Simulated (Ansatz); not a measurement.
# Re_Cu (fcc Cu host)

Computed with PBE, PAW (plane waves to 420 eV; Ansatz, a quantum-chemistry and plane-wave program). Details: 32-site cell; 6×6×6 shifted k-points; start: the Cu site; no spin–orbit coupling; no Hubbard U; not converged in cell size; the relaxation kept the symmetry of the starting site.

Neighbours after relaxation, in Å: of the Re atom: Cu 2.59, Cu 2.59, Cu 2.59, Cu 2.59, Cu 2.59, Cu 2.59, Cu 2.59, Cu 2.59 (the shell may go on).

Formation energies E_f are those of the neutral cell. Chemical conditions: host crystal and elements as references (Δμ(Cu) = 0.00 eV, Δμ(Re) = 0.00 eV; Re taken from its element, since no compound that bounds it was computed at this level; only phases computed here count, gases as isolated molecules at 0 K). Reference phases: Cu: fcc Cu, Re: hcp Re.

```
charge         moment (μB)  point group  largest move off a lattice site (Å)  E_f, host crystal and elements as references (eV)
------  ------------------  -----------  -----------------------------------  -------------------------------------------------
0       not spin-polarised           Oh                                 0.02                                               1.86
```

Point groups are those of the whole cell at tolerances of 0.03 and 0.1 Å ("near" where only the looser one holds); none is given for unsettled states.

All states together cost about 5 core-minutes (a rough figure).
